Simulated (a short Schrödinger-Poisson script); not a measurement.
## Gated In0.52Al0.48As/In0.53Ga0.47As δ-doped gas in a quantum well

System: gated In0.52Al0.48As/In0.53Ga0.47As δ-doped gas in a quantum well, at 20 K.

```tsv
layer	material	thickness (nm)	Na (cm⁻³)
1	In0.52Al0.48As	30	-
2	In0.52Al0.48As	5	-
3	In0.53Ga0.47As	20	-
4	In0.52Al0.48As	4000	2e15
```

The device is made up for the run: typed textbook-type constants, with dimensions and the other settings drawn at random. In0.52Al0.48As: permittivity 12.5, conduction-band edge (eV) 0.52, gap (eV) 1.45, electron mass (mₑ) 0.075, Nv at 300 K (cm⁻³) 1.1e19. In0.53Ga0.47As: permittivity 13.9, conduction-band edge (eV) 0, gap (eV) 0.74, Nv at 300 K (cm⁻³) 7.7e18.

Channel valleys (confinement mass, in-plane density-of-states mass, number): Γ 0.041, 0.041, 1. At the gate the conduction-band edge of layer 1 lies 0.65 eV − eVg above the Fermi level of the channel; the field vanishes at the back. Sheet of ionised δ-doping: +3e12 e/cm² at 30 nm from the gate. The barrier under the gate holds no holes. Gaps are held at their typed values at every temperature. Mesh 0.08 nm at interfaces.

From a short Schrödinger-Poisson script (our own, NumPy): 1D Poisson equation in equilibrium, electrons quantum, Hartree plus LDA exchange-correlation (BenDaniel-Duke, 40 states a valley, the channel's in-plane mass for all, wave functions free to enter the barrier), parabolic valleys, classical holes, full ionisation, no traps, pinning or gate leakage.

| Vg (V) | electrons (cm⁻²) | in the channel layer | C (μF/cm²) | Γ E0 (meV) | Γ E1 (meV) |
|---|---|---|---|---|---|
| 0.4 | 2.45e12 | 2.38e12 | 0.279 | -113.9 | -29.4 |
| 0.3 | 2.28e12 | 2.21e12 | 0.279 | -107.2 | -25.9 |
| 0.2 | 2.11e12 | 2.05e12 | 0.278 | -100.5 | -22.5 |
| 0.1 | 1.93e12 | 1.89e12 | 0.278 | -93.9 | -19.0 |
| 0 | 1.76e12 | 1.72e12 | 0.277 | -87.2 | -15.6 |
| -0.1 | 1.59e12 | 1.55e12 | 0.276 | -80.7 | -12.0 |
| -0.2 | 1.42e12 | 1.39e12 | 0.275 | -74.2 | -8.5 |
| -0.3 | 1.24e12 | 1.22e12 | 0.274 | -67.7 | -4.8 |
| -0.4 | 1.07e12 | 1.06e12 | 0.272 | -61.1 | -0.7 |
| -0.5 | 9.07e11 | 8.95e11 | 0.265 | -52.9 | 5.8 |
| -0.6 | 7.43e11 | 7.34e11 | 0.263 | -43.4 | 14.0 |
| -0.7 | 5.80e11 | 5.74e11 | 0.261 | -33.8 | 22.1 |
| -0.8 | 4.17e11 | 4.14e11 | 0.260 | -24.4 | 30.3 |
| -0.9 | 2.56e11 | 2.55e11 | 0.258 | -15.0 | 38.6 |
| -1 | 9.63e10 | 9.57e10 | 0.256 | -5.6 | 47.0 |

Gate voltages with under 1e6 electrons/cm² are left out.

Subbands count from the Fermi level.
